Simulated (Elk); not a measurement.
Band structure of LiAl3 (I4/mmm, 4 atoms in the cell).

```yaml
crystal:
  lattice:
    - [-2.01826, 2.01826, 4.01818]
    - [2.01826, -2.01826, 4.01818]
    - [2.01826, 2.01826, -4.01818]
  atoms:
    - { symbol: Li, position: [0.00000, 0.00000, 0.00000] }
    - { symbol: Al, position: [0.75000, 0.25000, 0.50000] }
    - { symbol: Al, position: [0.25000, 0.75000, 0.50000] }
    - { symbol: Al, position: [0.50000, 0.50000, 0.00000] }
```

Computed with PBEsol, all-electron FP-LAPW, Elk's shipped species files, default APW+lo basis run with Elk.

Settings: xctype = 22; rgkmax = 7; stype = 3; swidth = 0.00367493 Ha; ngridk = 9 9 9.

The starting cell comes from a database of computed structures (which also holds hypothetical and non-ambient phases and stackings), without a prior relaxation at this level. Its lattice was rescaled by a random factor within 2.5 % of one. Values depend on the basis (sphere radii, cutoffs, local orbitals), which need not be converged.

Levels in eV from the Fermi level, bands 12 to 19:
| point | 12 | 13 | 14 | 15 | 16 | 17 | 18 | 19 |
|---|---|---|---|---|---|---|---|---|
| Γ | -2.03 | -0.36 | -0.25 | -0.25 | 0.58 | 0.58 | 1.26 | 1.33 |
| X | -5.68 | -3.96 | -3.83 | -3.34 | -1.19 | 2.25 | 2.56 | 3.74 |
| Y | -5.81 | -5.54 | -3.78 | -1.47 | 0.12 | 2.51 | 2.85 | 3.98 |
| S | -6.95 | -5.21 | -0.83 | 0.88 | 1.37 | 3.00 | 3.28 | 4.12 |
| Z | -7.02 | -1.99 | -1.99 | -0.77 | 0.82 | 6.22 | 6.54 | 6.54 |
| S1 | -6.95 | -5.21 | -0.83 | 0.88 | 1.37 | 3.00 | 3.28 | 4.12 |
| N | -6.72 | -2.87 | -2.49 | 0.36 | 0.91 | 1.87 | 3.32 | 5.15 |
| P | -5.26 | -5.26 | -4.12 | -0.85 | -0.85 | -0.49 | 1.16 | 7.80 |
| Y1 | -5.81 | -5.54 | -3.78 | -1.47 | 0.12 | 2.51 | 2.85 | 3.98 |

Bands cross the Fermi level along this path, so the cell is metallic at this level.
